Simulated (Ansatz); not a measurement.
The starting structures come from a database of crystals and need not be the phases stable at ambient conditions.

Tunnelling through a barrier is set by its complex band structure: the current falls as exp(−2κd) with the smallest κ.

Here is the system:

```xyz
14
Lattice="6.6087 0.0000 0.0000 2.5827 7.8482 0.0000 0.0000 0.0000 6.6595" Properties=species:S:1:pos:R:3 pbc="T T T"
Sr     7.1923     7.4700     4.9947
Sr     1.9992     0.3782     1.6649
Sr     6.2316     3.3689     4.9947
Sr     2.9599     4.4793     1.6649
Si     3.8999     6.2539     4.9947
Si     5.2916     1.5944     1.6649
S      0.9095     0.4833     4.9947
S      8.2820     7.3649     1.6649
S      2.1910     4.9889     4.9947
S      7.0005     2.8593     1.6649
S      5.1399     5.7861     3.3429
S      4.0516     2.0621     3.3167
S      4.0516     2.0621     0.0131
S      5.1399     5.7861     6.6464
```

Space group of this cell: P2_1/m. The cell is taken as given.

Transport runs along the normal of the first two printed cell vectors.

The gap is the functional's own. No spin-orbit coupling. Mid-gap values are interpolated on the energy grid.

Q: Give the band gap and the smallest decay constant κ at mid-gap that r2SCAN (Ansatz, a first-principles code) yields.

A: Gap 3.40 eV on a 6×4×6 mesh; κ = 0.250 1/Å, at the zone centre.
